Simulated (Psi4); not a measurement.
Psi4 1.11, B3LYP/def2-svp: thiourea (NC(N)=S), 8 atoms. The geometry is a generated start, not checked to be a minimum at this level.

```json
{
 "task": "energy",
 "method": "b3lyp",
 "basis": "def2-svp",
 "memory": "3 GB",
 "maxiter": "100",
 "keys_of_the_molecule_block": "symmetry c1",
 "scf_type": "df (default)",
 "e_convergence": "1e-06 (default)",
 "d_convergence": "1e-06 (default)",
 "dft_radial_points": "75 (default)",
 "dft_spherical_points": "302 (default)",
 "basis_functions": "80",
 "grid_points": "170801"
}
```

```xyz
8

N      1.0090    -0.4981    -0.3754
C      0.1070     0.4246     0.0378
N     -1.1387    -0.0227     0.3309
S      0.4996     2.0170     0.1736
H      0.8471    -1.4802    -0.2147
H      1.9674    -0.1956    -0.4295
H     -1.4464    -0.9257     0.0059
H     -1.8450     0.6807     0.4715
```

With the defaults (diis = true, scf_initial_accelerator = adiis, damping_percentage = 0, level_shift = 0, level_shift_cutoff = 0.01, soscf = false, soscf_start_convergence = 0.01, guess = auto, which took SAD, diis_max_vecs = 10) it converges in 8 SCF iterations. One run each on 2 threads, with these changes:
- scf_initial_accelerator = ediis
- guess = sadno
- guess = sap
- diis = false, scf_initial_accelerator = none, damping_percentage = 60
- soscf = true, soscf_start_convergence = 0.001
- guess = modhuckel
- level_shift = 0.1, level_shift_cutoff = 0.001
- diis_max_vecs = 6
- scf_initial_accelerator = none

Q: Which of these changes keep the SCF from converging, or lead it to another solution?

A: No convergence: diis = false, scf_initial_accelerator = none, damping_percentage = 60 (the run ends without SCF convergence in 100 iterations). The rest reach the solution of the defaults.

| setting | SCF iterations | JK calls | end |
|---|---|---|---|
| soscf = true, soscf_start_convergence = 0.001 | 7 | 18 | same solution |
| the defaults | 8 | 9 | same solution |
| level_shift = 0.1, level_shift_cutoff = 0.001 | 8 | 9 | same solution |
| scf_initial_accelerator = ediis | 8 | 9 | same solution |
| scf_initial_accelerator = none | 8 | 9 | same solution |
| diis_max_vecs = 6 | 8 | 9 | same solution |
| guess = sadno | 10 | 10 | same solution |
| guess = modhuckel | 10 | 32 | same solution |
| guess = sap | 11 | 11 | same solution |
| diis = false, scf_initial_accelerator = none, damping_percentage = 60 | 100 | 101 | no convergence |

An SOSCF iteration holds several JK calls; a Hückel guess adds calls on atoms.
